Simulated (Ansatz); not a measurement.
# What Sb → Mo does to GaSb

The parent structure is GaSb in the zinc blende structure (space group F-43m, No. 216; a = 6.1324 Å).

Modification: Mo takes the place of Sb on all its sites; the structure is relaxed again.

Computed with r2SCAN, PAW, 500 eV (Ansatz, an electronic-structure program; spin-orbit coupling left out). k-mesh 14×14×14 (Γ-centred); smearing 0.05 eV (Fermi–Dirac), for the changed cell.

```tsv
quantity	base	changed	shift
volume per atom	28.83 Å³	22.70 Å³	-6.123 Å³
lattice parameter a	6.132 Å	5.663 Å	-0.469 Å
space group	F-43m (No. 216)	F-43m (No. 216)	–
shortest interatomic distance	2.655 Å	2.452 Å	-0.203 Å
band gap	0.41 eV	zero	–
```

Final structure:

```
CELL_PARAMETERS angstrom
      0.00000     2.83165     2.83165
      2.83165     0.00000     2.83165
      2.83165     2.83165     0.00000
ATOMIC_POSITIONS crystal
  Mo 0.75000 0.75000 0.75000
  Ga 0.00000 0.00000 0.00000
```

Spin-orbit coupling, missing from the scalar runs, can matter with Sb. Stability against distortions was not tested. As relaxed here, GaMo is a hypothetical phase, not in the database extracts checked. The final runs are not spin-polarised. An odd electron count without spin: GaMo. GaMo has a high density of states at the Fermi level and may be magnetic at this level.
